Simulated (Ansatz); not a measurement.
Start from ZrN in the rock salt structure (space group Fm-3m, No. 225; relaxed with 0.1 eV smearing).

```yaml
crystal:
  lattice:
    - [0.00000, 2.27655, 2.27655]
    - [2.27655, 0.00000, 2.27655]
    - [2.27655, 2.27655, 0.00000]
  atoms:
    - { symbol: N, position: [0.00000, 0.00000, 0.00000] }
    - { symbol: Zr, position: [0.50000, 0.50000, 0.50000] }
```

Level of theory: DFT with PBEsol, PAW potentials and a 420 eV plane-wave cutoff in Ansatz (a quantum-chemistry and plane-wave program), no spin-orbit coupling, earlier PAW set.

Before the change:

- Pressure = 0.0 GPa

Perturbation: an isotropic linear strain of +5.96 %; the atoms relax in the strained cell.

Task: Predict the new energy relative to the base and pressure.

Result: The energy goes up by 0.261 eV/atom; the pressure goes from zero to -32.0 GPa.

Whether these cells are dynamically stable was not tested. The final runs are not spin-polarised. An odd electron count without spin: ZrN.
